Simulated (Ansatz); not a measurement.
Input and output of a self-consistent single point for CsH3O2 (Pm, 6 atoms in the cell) (Ansatz, a program for electronic structure).

Method: LDA (PW92), default PAW files made with PBE (plane waves; Ansatz).

The change in words: 1 x 1 x 1 supercell, one H atom moved by 0.02 angstrom along z; scf.occupations.method: fixed → fermi_dirac; scf.occupations.width: default → 0.05 eV. Reference geometry:
```
CsH3O2
1.0
    4.27148     0.00000     0.00000
    0.00000     2.22366     4.04368
    0.00000    -2.22366     4.04368
Cs H O
1 3 2
Direct
  0.00000   0.98533   0.98533
  0.50000   0.55847   0.55847
  0.50000   0.07118   0.45270
  0.50000   0.45270   0.07118
  0.50000   0.67951   0.67951
  0.50000   0.33406   0.33406
```

Reference input (self-consistent single point, DFT, LDA (PW92), plane waves, default PAW files made with PBE): basis.ecutwfc = 420 eV; kpoints.mp_grid.grid = 6 6 6; hamiltonian.xc = lda; hamiltonian.pseudopotentials = {kind: paw} (the program's default PAW files); scf.occupations.method = fixed. This run's input differs from it in these lines:

```diff
@@ -9,3 +9,3 @@
     - { symbol: H, position_ang: [2.135740, -0.848372, 2.118402] }
-    - { symbol: H, position_ang: [2.135740, 0.848372, 2.118402] }
+    - { symbol: H, position_ang: [2.135740, 0.848372, 2.138402] }
     - { symbol: O, position_ang: [2.135740, -0.000000, 5.495439] }
@@ -23,3 +23,4 @@
   occupations:
-    method: fixed
+    method: fermi_dirac
+    width: 0.05
 output:
```

The program printed (abridged):

```
SCF iter   1: F=—  HF=-6664.985738 eV  |F-HF|=—  |Δ(HF+E_count)|=         —  Δρ=9.15e-3  dr2=6.06e-2  ethr=1.77e-3  ⟨swp⟩=6.6  Hψ=8965  notcnv=0
all-band conjugate gradients solve this SCF's bands
preconditioner: auto → Resta (q_TF=auto, 2.247 Å⁻¹)
SCF iter   2: F=—  HF=-6664.968539 eV  |F-HF|=—  |Δ(HF+E_count)|=   1.72e-2  Δρ=4.23e-3  dr2=7.82e-3  ethr=2.53e-4  ⟨swp⟩=2.6  Hψ=3169  notcnv=0  defer=106
   [... lines left out ...]
SCF iter   4: F=—  HF=-6664.965264 eV  |F-HF|=—  |Δ(HF+E_count)|=   7.39e-4  Δρ=5.02e-4  dr2=1.57e-4  ethr=9.77e-6  ⟨swp⟩=2.4  Hψ=1997  notcnv=0  defer=106
SCF iter   5: F=—  HF=-6664.965250 eV  |F-HF|=—  |Δ(HF+E_count)|=   1.42e-5  Δρ=2.29e-4  dr2=2.97e-5  ethr=6.55e-7  ⟨swp⟩=2.1  Hψ=2185  notcnv=0  defer=106
SCF iter   6: F=—  HF=-6664.965251 eV  |F-HF|=—  |Δ(HF+E_count)|=   9.42e-7  Δρ=5.05e-5  dr2=2.12e-6  ethr=1.24e-7  ⟨swp⟩=2.6  Hψ=2173  notcnv=0  defer=106
SCF iter   7: F=-6664.965251 eV  HF=-6664.965251 eV  |F-HF|=6.84e-9  |Δ(HF+E_count)|=   3.82e-7  Δρ=7.41e-6  dr2=5.20e-8  ethr=4.17e-10  ⟨swp⟩=8.9  Hψ=8695  notcnv=0
SCF 1 converged in 7 iterations: F = -6664.965251 eV  dr2 = 5.20e-8
Free energy (F): -6664.965251 eV
Internal energy: -6664.965251 eV  (E = F + TS)
E sigma→0 (E₀):  -6664.965251 eV
Fermi energy:    4.925323 eV
--- Forces (eV/Å), atoms counted from 1 ---
  atom   1  Cs     0.00000000     0.00612465    -0.07241941
  atom   2  H      0.00000000    -0.00666828    -0.46069991
  atom   3  H      0.00000000    -0.39295613    -0.25034155
  atom   4  H      0.00000000     0.55526872    -0.43819627
  atom   5  O      0.00000000     0.06275172     0.51596825
  atom   6  O      0.00000000    -0.22451468     0.70569786
--- Stress (GPa, compression-positive) ---
       -2.192564       0.000000       0.000000
        0.000000      -1.794849      -0.321433
        0.000000      -0.321433      -1.769869
  P = ⅓ Tr σ = -1.9191 GPa (-19.191 kbar)
  The stress holds the Pulay correction. Without it, at fixed plane waves, as pw.x and ABINIT print it: P = -2.4881 GPa
```

The run converged in 7 iterations. Against the reference run the free energy rises by 1.1 meV/atom, the pressure goes from -2.14 to -1.92 GPa, the largest force goes from 0.491 to 0.741 eV/Å and the gap on the mesh moves little (4.011 to 4.006 eV).

The starting cell comes from a database of computed structures (which also holds hypothetical and non-ambient phases and stackings), without a prior relaxation at this level. Its lattice was rescaled by up to half a per cent. For this run, on top of that: 1 x 1 x 1 supercell, one H atom moved by 0.02 angstrom along z. Ansatz's pressure includes its estimate of the finite-basis (Pulay) stress. Without the estimate this run gives -2.49 GPa.

Keys are those of Ansatz 0.2.
